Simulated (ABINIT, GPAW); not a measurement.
A GPAW input for a self-consistent single point of CoSn (P6/mmm, 6 atoms in the cell) (DFT PBE, plane waves, GPAW PAW datasets PBE (gpaw-data 1.0.1)):

```python
from ase import Atoms
from ase.units import GPa
from gpaw import GPAW

atoms = Atoms(['Co', 'Co', 'Co', 'Sn', 'Sn', 'Sn'],
              cell=[[5.142662, 0.000000, 0.000000],
                    [-2.571331, 4.453676, 0.000000],
                    [0.000000, 0.000000, 4.105069]],
              scaled_positions=[[0.000000, 0.500000, 0.000000],
                                [0.500000, 0.000000, 0.000000],
                                [0.500000, 0.500000, 0.000000],
                                [0.666667, 0.333333, 0.500000],
                                [0.333333, 0.666667, 0.500000],
                                [0.000000, 0.000000, 0.000000]],
              pbc=True)

calc = GPAW(mode={'name': 'pw', 'ecut': 850},
            xc='PBE',
            kpts={'size': (6, 6, 7), 'gamma': True},
            occupations={'name': 'fermi-dirac', 'width': 0.1},
            nbands=-10,
            convergence={'density': 1e-05},
            symmetry={'symmorphic': False, 'tolerance': 0.0005},
            maxiter=120)

atoms.calc = calc

energy = atoms.get_potential_energy()
print('Energy (eV):', round(energy, 6))
forces = atoms.get_forces()
print('Forces (eV/Ang):')
print(forces.round(5))
stress = atoms.get_stress()
print('Stress (GPa, Voigt):', (stress / GPa).round(4))
```

**Question.** Give the ABINIT input for the same structure, mesh, smearing and functional.

**Answer.** This is the input that was run; spellings and numerical settings could be chosen otherwise.

```
# CoSn, JTH v2.0 PBE PAW
pp_dirpath "./"
pseudos "Co.GGA_PBE-JTH.xml, Sn.GGA_PBE-JTH.xml"
acell 3*1.0 Angstrom
rprim
         5.1426620375   -0.0000000087    0.0000000000
        -2.5713310112    4.4536759719    0.0000000000
         0.0000000000    0.0000000000    4.1050690000
natom 6
ntypat 2
znucl 27 50
typat 1 1 1 2 2 2
xcart
        -2.4295556935    4.2081139173    0.0000000000
         4.8591114012   -0.0000000082    0.0000000000
         2.4295557077    4.2081139091    0.0000000000
         4.8591114059    2.8054092673    3.8787280663
         0.0000000095    5.6108185510    3.8787280663
         0.0000000000    0.0000000000    0.0000000000
ecut 816 eV
pawecutdg 1633 eV
pawxcdev 0
occopt 3
tsmear 0.1 eV
nband 59
kptopt 1
ngkpt 6 6 7
nshiftk 1
shiftk 0 0 0
nstep 80
tolvrs 1.0e-10
prtwf 0
prtden 0
enunit 2
```

Basis settings and potentials, where a program has them, do not carry over. This input uses DFT, PBE, plane waves, PAW (JTH v2.0 PBE PAW). Both were run: pressure 13.92 GPa in GPAW and 13.80 in ABINIT.

On GPAW: the starting cell comes from a database of computed structures (which also holds hypothetical and non-ambient phases and stackings), without a prior relaxation at this level. Its lattice was rescaled by a random factor within 2.5 % of one. For this run, on top of that: lattice scaled by 0.98. Spin polarisation is off. With a pressure of about 14 GPa the cell is away from its equilibrium volume at this level.

On ABINIT: the starting cell comes from a database of computed structures (which also holds hypothetical and non-ambient phases and stackings), without a prior relaxation at this level. Its lattice was rescaled by a random factor within 2.5 % of one. For this run, on top of that: lattice scaled by 0.98. Spin polarisation is off. With a pressure of about 14 GPa the cell is away from its equilibrium volume at this level.
